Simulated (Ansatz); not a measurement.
Cubic perovskite EuTiO₃, treated with BLYP in Ansatz (PAW).

Run with plane-wave cutoff 520 eV, 14×14×14 k mesh, Fermi–Dirac smearing 0.05 eV, spin-polarised with parallel moments, scalar-relativistic PAW data made under PBE.

Equation-of-state points:

```
V (Å³/atom)  E − E_lowest (meV/atom)
-----------  -----------------------
11.727                         25.97
11.977                         11.11
12.226                          2.67
12.476                          0.00
12.725                          2.50
12.975                          9.65
13.224                         20.98
```

Task: Estimate the bulk modulus and its pressure derivative from these points.

Result: V0 = 12.475 Å³/atom, B0 = 166 GPa, B′ = 4.4 (fit to the energies at full precision).

Note: the magnetic order was assumed, not searched for or taken from measurement; the 4f shell is treated without U or exact exchange, so its levels and filling can be wrong; functionals without U or exact exchange can leave correlated insulators metallic, so the missing gap need not be real.

Spin–orbit coupling is not included; it can open a gap where bands touch, and shift volumes and moduli.

Static lattice: no zero-point or thermal effects.

Ansatz is a program for electronic structure.
